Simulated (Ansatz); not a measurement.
Take Y in the hcp (Mg type) structure (space group P6_3/mmc, No. 194) as the base.

```
Y
1.0
    3.68257     0.00000     0.00000
   -1.84129     3.18920     0.00000
    0.00000     0.00000     5.69848
Y
2
Direct
  0.33333   0.66667   0.75000
  0.66667   0.33333   0.25000
```

Cartesian axes are those of the cell as printed.

The values are results of Ansatz (a quantum-chemistry and plane-wave program), r2SCAN, PAW, cutoff 500 eV, without spin-orbit coupling, not measurements.

Before the change:

| Quantity | Value |
|---|---|
| Pressure | 0.0 GPa |
| Shortest interatomic distance | 3.555 Å |

Perturbation: biaxial strain +1.21 %, plane normal [001], relaxed out of plane (Cartesian); in-plane vectors clamped, the third vector and the atoms free.

How does this affect the pressure?

The pressure (mean of the normal stresses, compression positive) goes from zero to -0.7 GPa.

What does the calculation give for the shortest interatomic distance after the change?

The shortest interatomic distance hardly moves (3.555 Å against 3.557 Å).

Stability against distortions was not tested. All final runs are without spin polarisation.
